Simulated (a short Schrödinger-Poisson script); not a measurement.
Stack: symmetric double-gate stack, SiO2 on p-type Ge(100), at 300 K.

```csv
layer,material,thickness (nm),Na (cm⁻³)
1,SiO2,0.9,-
2,Ge,5,3e16
3,SiO2,0.9,-
```

The device is made up for the run: typed textbook-type constants, with dimensions and the other settings drawn at random. SiO2: permittivity 3.9, conduction-band edge (eV) 3.1, gap (eV) 9, electron mass (mₑ) 0.5. Ge: permittivity 16, conduction-band edge (eV) 0, gap (eV) 0.664, Nv at 300 K (cm⁻³) 6e18.

Channel valleys (confinement mass, in-plane density-of-states mass, number): L4 0.12, 0.295, 4. At the gates, both at one voltage, the conduction-band edge of layer 1 lies 3.36 eV − eVg above the Fermi level of the channel. Gaps are held at their typed values at every temperature. Mesh 0.03 nm at interfaces.

From a short Schrödinger-Poisson script (our own, NumPy): 1D Poisson equation in equilibrium, electrons quantum, Hartree (BenDaniel-Duke, 12 states a valley, the channel's in-plane mass for all, wave functions free to enter the dielectric), parabolic valleys, classical holes, full ionisation, no traps, pinning or gate leakage.

**Question.** List the lowest subbands of each valley and their electrons at Vg = 0.95 V.

**Answer.** 
| valley | subband | energy from the Fermi level (meV) | electrons (cm⁻²) | share (%) |
|---|---|---|---|---|
| L4 | 0 | -36.9 | 2.09e13 | 99.9 |
| L4 | 1 | 169.0 | 1.84e10 | 0.1 |
| L4 | 2 | 599.0 | < 1e6 | 0.0 |

All electrons: 2.09e13 cm⁻². Only the L valleys are kept; under strong confinement the Δ valleys of Ge fill too.
